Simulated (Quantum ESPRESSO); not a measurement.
## Pressure against volume in zinc-blende SiC (space group 216) (Quantum ESPRESSO, LDA)

```
CELL_PARAMETERS angstrom
      0.00000     2.09521     2.09521
      2.09521     0.00000     2.09521
      2.09521     2.09521     0.00000
ATOMIC_POSITIONS crystal
  Si 0.00000 0.00000 0.00000
  C  0.75000 0.75000 0.75000
```

Method of the run: LDA (PZ), GBRV 1.5 ultrasoft (LDA) pseudopotentials (plane waves; Quantum ESPRESSO). Settings: ecutwfc = 52 Ry; ecutrho = 260 Ry; occupations = smearing; smearing = fd; degauss = 0.000734986 Ry; potentials = {Si: si_lda_v1.uspp.F.UPF, C: c_lda_v1.2.uspp.F.UPF}; K_POINTS = automatic 13 13 13 0 0 0; conv_thr = 1e-10 Ry. The cell above is the first row's. The rows scale it uniformly. In all rows fractional positions and the k mesh are held.

```csv
V (Å^3/atom),P (GPa)
9.198,?
9.398,20.11
9.598,13.96
9.798,8.38
9.998,3.31
10.198,-1.30
10.398,-5.48
10.597,-9.29
10.797,-12.74
```

Task: Using a cubic, estimate the missing P at V = 9.198 from the other rows, showing the fit.

Result: With u = V - 10.1, the rows have u = -0.7020, -0.5020, -0.3020, -0.1020, 0.0980, 0.2980, 0.4970, 0.6970. Least squares gives P = 0.900 - 23.0108·u + 5.5564·u² - 0.9076·u³. Residuals (row less fit): 0.004, -0.006, -0.001, 0.004, 0.003, 0.008, -0.015, 0.006; standard error 0.010 (degrees of freedom: 4). The fitted pressure is zero at V0 = 10.14, where dP/dV = -22.58, so B0 = -V0·dP/dV = 229 GPa. At the withheld row, u = -0.9020, so P = 0.900 - 23.0108 × (-0.9020) + 5.5564 × (-0.9020)² - 0.9076 × (-0.9020)³ = 26.843 GPa. The calculation gives 26.87 GPa, 0.027 GPa above the prediction (0.1 % of the range of P in the table). The row lies outside the fitted rows, so this is an extrapolation. From the scatter of the fitted rows alone, a prediction at this place has a standard error of 0.027 GPa, so the miss is 1.0 times that.

Carrying the step between the two nearest rows on in a straight line would have given 26.26, off by 0.61; series whose last step already gives the withheld value aren't shown. The scan was laid around a cell of about the measured size, scaled by a guess for this functional. This is the 3C polytype. The runs keep the symmetry of the cell, so they don't test it for distortions. Cutoffs and mesh are single choices, not tested for convergence of this quantity. Series with a scatter that would blur these digits, or in which a gap closes, are not shown.
